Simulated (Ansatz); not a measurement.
Consider Si in the diamond structure (space group Fd-3m, No. 227; a = 5.444 Å). Axes: x, y, z lie along the cube axes.

All numbers come from Ansatz (a first-principles code), r2SCAN, PAW, cutoff 500 eV, no spin-orbit coupling.

Strains are applied to the cell and any free atomic positions relax; under biaxial strain the out-of-plane vector relaxes too.

One change was made to it. Results:

```tsv
quantity	base	after
band gap	0.78 eV	0.52 eV
volume per atom	20.17 Å³	20.55 Å³
energy relative to the base (free energy F)	0 meV/atom	+5.1 meV/atom
smallest direct gap	2.74 eV	2.54 eV
valence-band top at Γ (three highest levels, from the VBM)	0.00, 0.00, 0.00 eV	0.00, -0.19, -0.19 eV
```

Q: Which change produced these results?
(A) biaxial strain +0.50 %, plane normal [001], relaxed out of plane
(B) biaxial strain +1.50 %, plane normal [001], relaxed out of plane
(C) biaxial strain +1.00 %, plane normal [001], relaxed out of plane
(D) biaxial strain +2.00 %, plane normal [001], relaxed out of plane

A: B, biaxial strain +1.50 %, plane normal [001], relaxed out of plane. For comparison, the band gap in the other runs: biaxial strain +2.00 %, plane normal [001], relaxed out of plane gives 0.44 eV; biaxial strain +0.50 %, plane normal [001], relaxed out of plane gives 0.69 eV; biaxial strain +1.00 %, plane normal [001], relaxed out of plane gives 0.61 eV.

Stability against distortions was not tested.
